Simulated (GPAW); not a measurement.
Band structure of Nb3Sn (Pm-3n, 8 atoms in the cell).

```xyz
8
Lattice="5.4002 0.0000 0.0000 0.0000 5.4002 0.0000 0.0000 0.0000 5.4002" Properties=species:S:1:pos:R:3 pbc="T T T"
Nb     1.3500     0.0000     2.7001
Nb     4.0501     0.0000     2.7001
Nb     2.7001     4.0501     0.0000
Nb     2.7001     1.3500     0.0000
Nb     0.0000     2.7001     4.0501
Nb     0.0000     2.7001     1.3500
Sn     0.0000     0.0000     0.0000
Sn     2.7001     2.7001     2.7001
```

Method: PBE, GPAW PAW datasets PBE (gpaw-data 1.0.1) (plane waves; GPAW).

Settings: mode = pw; ecut = 550 eV; xc = PBE; kpts = 5 5 5; mesh shift (steps) = 0 0 0; occupations.name = methfessel-paxton; occupations.width = 0.1 eV; occupations.order = 0; nbands = -14; convergence.density = 1e-05 e/electron; convergence.energy = 1e-05 eV/electron; symmetry.symmorphic = false; symmetry.tolerance = 0.0005; maxiter = 150.

The starting cell comes from a database of computed structures (which also holds hypothetical and non-ambient phases and stackings), without a prior relaxation at this level. Its lattice was rescaled by a random factor within 2.5 % of one. Spin polarisation is off.

Levels in eV from the Fermi level, bands 49 to 56:
```tsv
point	49	50	51	52	53	54	55	56
Γ	-1.19	-0.47	-0.47	-0.47	-0.03	-0.03	2.14	2.24
X	-0.87	-0.87	-0.73	-0.73	-0.37	-0.37	1.41	1.41
M	0.10	0.10	0.13	0.24	0.24	0.60	0.60	0.60
R	0.09	0.09	0.09	0.09	0.11	0.11	0.11	0.11
```

Bands cross the Fermi level along this path, so the cell is metallic at this level.
